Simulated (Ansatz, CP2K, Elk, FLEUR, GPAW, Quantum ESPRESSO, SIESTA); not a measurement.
## Code comparison for Sb (R-3m, 2 atoms in the cell)

Self-consistent single point, at a second geometry (lattice scaled by 0.98). First geometry:

```xyz
2
Lattice="2.1599 1.2470 3.7996 -2.1599 1.2470 3.7996 0.0000 -2.4940 3.7996" Properties=species:S:1:pos:R:3 pbc="T T T"
Sb     0.0000     0.0000     3.0579
Sb     0.0000     0.0000     8.3410
```

Shared settings, as Ansatz (a quantum-chemistry and plane-wave program) writes them: kpoints.mp_grid.grid = 6 6 6; scf.occupations.method = fermi_dirac; scf.occupations.width = 0.1 eV. Potentials and cutoffs stand in the table.

```tsv
code	model	ΔF from the first geometry (meV/atom)	pressure (GPa)	largest force (eV/Å)	cutoff
GPAW	PBE, GPAW PAW datasets PBE (gpaw-data 1.0.1)	45.4	6.12	0.552	600 eV
Elk	PBE, all-electron FP-LAPW, Elk's shipped species files, default APW+lo basis	49.9	–	–	rgkmax 7
Quantum ESPRESSO	PBE, PSlibrary PAW (PBE) pseudopotentials	47.0	6.33	0.611	30 Ry
CP2K	PBE, GPW, DZVP-MOLOPT-SR-GTH basis, GTH-PBE potentials (GTH_POTENTIALS)	58.8	7.48	0.622	grid 400 Ry
Ansatz	PBE, default PAW files	48.7	6.45	0.575	420 eV
SIESTA	GGA PBE, numerical atomic orbitals TZP, PseudoDojo PBE standard norm-conserving potentials (rewritten from UPF to PSML)	56.6	7.23	0.929	grid 300 Ry
FLEUR	PBE, all-electron FLAPW (FLEUR), scalar-relativistic valence	49.5	–	–	Kmax 3.9 1/bohr
```

A dash marks a value that a program does not give, or that is left out as unsure.

On Ansatz's run: spin-orbit coupling is off.

The spread over the programs that give each value: ΔF from the first geometry within 13.4 meV/atom; pressure within 1.36 GPa; largest force within 0.377 eV/Å.

CP2K and SIESTA use small atom-centred bases, whose incompleteness enters pressures, forces and empty levels differently from a plane-wave cutoff. Elk and FLEUR treat all electrons, but the usual bases taken here (sphere radii, linearisation, local orbitals, empty states) were not tested for convergence, so the values are no reference for the others. Ansatz's pressure is given at a fixed set of plane waves, as the other plane-wave codes print theirs; with its correction for the finite basis it is 6.49 GPa. In the pressure, CP2K (by 1.14) lies more than 1 GPa from the median of the plane-wave programs. In the force vectors, SIESTA (by 0.354) lies more than 0.08 eV/Å from the median of the plane-wave programs.

The starting cell comes from a database of computed structures (which also holds hypothetical and non-ambient phases and stackings), without a prior relaxation at this level. Its lattice was rescaled by a random factor within 2.5 % of one. For this run, on top of that: lattice scaled by 0.98.

Keys are those of Ansatz 0.2.
